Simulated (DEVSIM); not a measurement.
Device: Ge p-i-n diode, at 400 K.

```csv
layer (left to right),material,thickness (μm),Nd (cm⁻³),Na (cm⁻³),τn (s),τp (s)
1,Ge,0.480,-,3.2e18,0.00087,0.00087
2,Ge,12.0,1e13,-,0.00087,0.00087
3,Ge,0.680,6e18,-,0.00087,0.00087
```

Left contact: ohmic. Right contact: ohmic. Voltage is applied to the left contact. Recombination: SRH at mid-gap, radiative, Auger. Mobility is μmin + (μ − μmin)/(1 + (N/Nref)^α).

The device is made up for the run: typed textbook-type constants, with dimensions and the other settings drawn at random. Values at 300 K; Nc and Nv go as T^1.5, mobilities as T to minus their exponent, the gap by Varshni's rule with the affinity fixed.

```
parameter               Ge
----------------  --------
gap (eV)             0.664
affinity (eV)            4
permittivity            16
Nc (cm⁻³)          1.04e19
Nv (cm⁻³)             6e18
μn (cm²/Vs)           3900
μp (cm²/Vs)           1900
μn,min                 150
μp,min                 100
Nref,n              2.6e17
Nref,p                4e17
αn                    0.56
αp                     0.6
T exponent of μn      1.66
T exponent of μp      2.33
B (cm³/s)          6.4e-14
Cn (cm⁶/s)           1e-31
Cp (cm⁶/s)           1e-31
Varshni α (eV/K)  0.000477
Varshni β (K)          235
```

DEVSIM, 1D drift-diffusion, Boltzmann statistics, complete ionisation; no tunnelling, impact ionisation, image-force lowering or self-heating.

Question: Tabulate band edges, carrier densities and field at zero bias.

Answer: Energies count from the Fermi level of the right contact; mesh points crowd at the junctions.

```tsv
x (μm)	Ec (eV)	Ev (eV)	n (cm⁻³)	p (cm⁻³)	field (V/cm)
0.000	0.588	-0.037	6.3e11	3.2e18	≈ 0
0.03544	0.588	-0.037	6.3e11	3.2e18	≈ 0
0.1232	0.588	-0.037	6.3e11	3.2e18	≈ 0
0.3004	0.588	-0.037	6.3e11	3.2e18	≈ 0
0.4405	0.588	-0.037	6.3e11	3.2e18	≈ 0
0.4793	0.556	-0.068	1.6e12	1.3e18	-88000
0.5149	0.432	-0.192	5.8e13	3.5e16	-16000
0.6638	0.343	-0.281	7.6e14	2.7e15	-2200
1.007	0.322	-0.302	1.4e15	1.5e15	-76
1.861	0.321	-0.303	1.4e15	1.4e15	≈ 0
4.183	0.321	-0.303	1.4e15	1.4e15	≈ 0
9.722	0.321	-0.303	1.4e15	1.4e15	≈ 0
11.41	0.321	-0.303	1.4e15	1.4e15	≈ 0
12.07	0.319	-0.305	1.5e15	1.3e15	-250
12.39	0.265	-0.359	7.4e15	2.7e14	-6100
12.46	0.180	-0.444	8.7e16	2.3e13	-26000
12.49	0.035	-0.589	5.8e18	3.5e11	-4800
12.54	0.034	-0.590	6.0e18	3.4e11	≈ 0
12.72	0.034	-0.590	6.0e18	3.4e11	≈ 0
12.98	0.034	-0.590	6.0e18	3.4e11	≈ 0
13.10	0.034	-0.590	6.0e18	3.4e11	≈ 0
13.16	0.034	-0.590	6.0e18	3.4e11	≈ 0
```
